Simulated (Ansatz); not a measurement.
Effect of x(As) = 0.75, 8 atoms, Cm on GaP

The parent structure is GaP in the zinc blende structure (space group F-43m, No. 216; a = 5.5060 Å).

The other end (x = 1) is GaAs in the zinc blende structure (space group F-43m, No. 216): 23.71 Å³/atom, gap 0.16 eV.

It is then changed as follows: a fraction x = 0.75 of the P sites is given to As, ordered in a cell of 8 atoms (starting symmetry Cm) and fully relaxed.

Calculations: PBE (Ansatz, a program for electronic structure, PAW, without spin-orbit coupling). Settings: 9×9×5 k-points, 0.05 eV Fermi–Dirac smearing, for the changed cell.

```json
[
 {"quantity": "volume per atom", "base": "20.87 Å³", "changed": "22.95 Å³", "shift": "+2.089 Å³"},
 {"quantity": "density", "base": "4.01 g/cm³", "changed": "4.83 g/cm³", "shift": "+0.828 g/cm³"},
 {"quantity": "shortest interatomic distance", "base": "2.384 Å", "changed": "2.394 Å", "shift": "+0.010 Å"},
 {"quantity": "band gap", "base": "1.58 eV", "changed": "0.46 eV", "shift": "-1.12 eV"},
 {"quantity": "gap character (in this cell's own zone, which can be folded)", "base": "direct at Γ", "changed": "direct at Γ", "shift": "–"},
 {"quantity": "valence-band top at Γ (three highest levels, from the VBM)", "base": "0.00, 0.00, 0.00 eV", "changed": "0.00, -0.02, -0.05 eV", "shift": "–"},
 {"quantity": "mixing energy", "base": "–", "changed": "+6 meV/atom", "shift": "–"},
 {"quantity": "deviation of the volume from the linear (Vegard-type) interpolation", "base": "–", "changed": "-0.2 %", "shift": "–"},
 {"quantity": "bowing parameter b of this ordering, from Eg = [1−x] Eg[0] + x Eg[1] − b x [1−x]", "base": "–", "changed": "0.3 eV", "shift": "–"},
 {"quantity": "mean first-shell distances", "base": "–", "changed": "P–Ga 2.412 Å (end compound 2.384 Å), As–Ga 2.478 Å (end compound 2.488 Å)", "shift": "–"}
]
```

Each cell is one ordered arrangement of few atoms, which overstates ordering effects compared with a random alloy. Stability against distortions was not tested. The real GaP has an indirect gap at ambient pressure; PBE orders its close-lying valleys differently. The zero or small gap of GaAs can change with the level of theory. Labels are those of the standard path for the cell's own space group.
